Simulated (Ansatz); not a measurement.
System: rock-salt TmN. Method: LDA (Ansatz, a quantum-chemistry and plane-wave program, plane waves, PAW).

Numerical settings: plane-wave cutoff 520 eV, 20×20×20 k mesh, Fermi–Dirac smearing 0.05 eV, spin-polarised with parallel moments, scalar-relativistic PAW data made under PBE.

Computed at the level's own relaxed cell.

Q: What does this level give for the volume per atom, bulk modulus, lattice constant a and pressure derivative B′ of the bulk modulus?

A: 
volume per atom: 12.94 Å³/atom
bulk modulus: 171 GPa
lattice constant a: 4.695 Å
pressure derivative B′ of the bulk modulus: 4.0

The run finds no gap.

Note: the magnetic order was assumed, not searched for or taken from measurement; the 4f shell is treated without U or exact exchange, so its levels and filling can be wrong; the volume lies 7 % below that of the published cell.

Spin–orbit coupling is not included; it can open a gap where bands touch, and shift volumes and moduli.

Computed values are for the static lattice.

Cost on a shared machine: around 11 core-minutes (rough).
